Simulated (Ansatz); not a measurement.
The parent structure is Mg2Sn (space group Fm-3m, No. 225; a = 6.816 Å).

Computed with Ansatz (a program for electronic structure), PBE, PAW, cutoff 420 eV, no spin-orbit coupling.

Before the change:

The lattice parameter a is 6.816 Å.

It is then changed as follows: a negative pressure, −1 GPa.

What does the calculation give for the lattice parameter a after the change?

The lattice parameter a grows by 0.0593 Å (6.816 Å → 6.876 Å).

Load acts through the strain it causes; cell and atoms are relaxed under it. Whether these cells are dynamically stable was not tested.
